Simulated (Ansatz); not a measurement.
**Short convergence ladders for NaTl (R3m, 4 atoms in the cell)**

```
CELL_PARAMETERS angstrom
      0.00000     3.75057     3.75057
      3.75057     0.00000     3.75057
      3.75057     3.75057     0.00000
ATOMIC_POSITIONS crystal
  Na 0.50385 0.50385 0.50385
  Na 0.75000 0.75000 0.75000
  Tl 0.00000 0.00000 0.00000
  Tl 0.25000 0.25000 0.25000
```

Base method: LDA (PW92), default PAW files made with PBE (plane waves; Ansatz, a quantum-chemistry and plane-wave program).

Base settings: basis.ecutwfc = 420 eV; kpoints.mp_grid.grid = 8 8 8; hamiltonian.xc = lda; hamiltonian.pseudopotentials = {kind: paw} (the program's default PAW files); scf.occupations.method = gaussian; scf.occupations.width = 0.1 eV.

The count of work is k-points × plane waves × bands × iterations; it is no time. Core times come from one kind of shared machine, to one figure; runs under 30 s give none.

**The width of Fermi-Dirac smearing**

In this ladder: kpoints.mp_grid.grid = 13 13 13; scf.occupations.method = fermi_dirac.

Narrow widths need finer meshes than wide ones, so the last steps can hold mesh noise.

Only quantities that move along the ladder and can be compared are tabulated; pressure and forces are left out, as mesh noise rules them at narrow widths.

```csv
scf.occupations.width,free energy less the last step's (meV/atom),energy extrapolated to zero width less the last step's (meV/atom)
1 eV,-622.64,-16.12
0.5 eV,-156.04,2.07
0.3 eV,-53.91,1.82
0.2 eV,-22.46,0.97
0.1 eV,-4.26,0.17
0.05 eV,0.00,0.00
```

Widest scf.occupations.width that holds the free energy within 5 meV/atom: not settled: the last two steps still differ by 4.3 meV/atom, over half the tolerance, so the ladder does not show it.

Widest scf.occupations.width that holds the energy extrapolated to zero width within 0.5 meV/atom of the last step, with all finer ones: 0.1 eV; the step before is off by 0.97 meV/atom.

The extrapolation to zero width removes most of the smearing's effect on the energy.

**The width of Methfessel-Paxton smearing**

In this ladder: kpoints.mp_grid.grid = 13 13 13; scf.occupations.method = methfessel_paxton.

Narrow widths need finer meshes than wide ones, so the last steps can hold mesh noise.

Only quantities that move along the ladder and can be compared are tabulated; pressure and forces are left out, as mesh noise rules them at narrow widths.

| scf.occupations.width | free energy less the last step's (meV/atom) |
|---|---|
| 1 eV | 3.22 |
| 0.5 eV | 1.37 |
| 0.3 eV | 0.36 |
| 0.2 eV | 0.02 |
| 0.1 eV | -0.02 |
| 0.05 eV | 0.00 |

Widest scf.occupations.width that holds the free energy within 1 meV/atom of the last step, with all finer ones: 0.3 eV; the step before is off by 1.4 meV/atom.

**The mesh under tetrahedron occupations**

In this ladder: scf.occupations.method = tetrahedron; scf.occupations.width = default.

Only quantities that move along the ladder and can be compared are tabulated.

| kpoints.mp_grid.grid | free energy less the last step's (meV/atom) | pressure (GPa) | largest difference of a force vector from the last step's (eV/Å) | count of work / last | core time / last (rough) |
|---|---|---|---|---|---|
| 3 3 3 | 97.35 | -0.89 | 0.013 | 0.011 | – |
| 4 4 4 | 42.78 | -1.71 | 0.010 | 0.023 | – |
| 5 5 5 | 10.79 | -1.83 | 0.006 | 0.033 | – |
| 6 6 6 | 0.57 | -1.87 | 0.005 | 0.055 | – |
| 8 8 8 | -1.03 | -1.84 | 0.001 | 0.096 | – |
| 9 9 9 | -0.96 | -1.83 | 0.001 | 0.15 | – |
| 12 12 12 | -0.18 | -1.76 | 0.001 | 0.33 | 0.3 |
| 14 14 14 | -0.03 | -1.76 | 0.003 | 0.50 | 0.5 |
| 18 18 18 | 0.00 | -1.75 | 0.000 | 1.0 | 1 |

Coarsest kpoints.mp_grid.grid that holds the pressure within 0.5 GPa of the last step, with all finer ones: 4 4 4, at 0.023 of the last step's count of work; the step before is off by 0.86 GPa.

Coarsest kpoints.mp_grid.grid that holds the free energy within 5 meV/atom of the last step, with all finer ones: 6 6 6, at 0.055 of the last step's count of work; the step before is off by 11 meV/atom.

On the base run: the starting cell comes from a database of computed structures (which also holds hypothetical and non-ambient phases and stackings), without a prior relaxation at this level. Its lattice was rescaled by up to half a per cent. One atom was moved a little off its site on purpose. Ansatz's pressure includes its estimate of the finite-basis (Pulay) stress.

Left out of this page: 4 runs of the series outside the window shown, repeating another row's setting, or not comparable.

Keys are those of Ansatz 0.2.
